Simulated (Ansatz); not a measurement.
Here is the system:

```
CELL_PARAMETERS angstrom
      0.05035     2.02485     2.01344
      2.02385     0.04815     2.01564
      2.04637     2.04958     0.02562
ATOMIC_POSITIONS crystal
  H  0.00000 0.00000 0.00000
  Li 0.50000 0.50000 0.50000
```

No spin polarisation.

Computed with plane-wave PAW DFT at the r2SCAN level (Ansatz, an electronic-structure program, 500 eV), scalar-relativistic without spin-orbit coupling, earlier PAW set. Settings: 14×14×14 k-points, 0.05 eV Fermi–Dirac smearing.

Q: What band gap does the calculation give?

A: 3.58 eV.

Q: Estimate the gap character.

A: Indirect, V → U.

The cells carry an imposed strain or load. Whether these cells are dynamically stable was not tested. The cell was made from LiH in the rock salt structure (space group Fm-3m, No. 225) by this change: strain tensor (xx, yy, zz, yz, xz, xy) = (+0.40, +0.56, −0.01, +0.59, +0.70, +1.82) %.
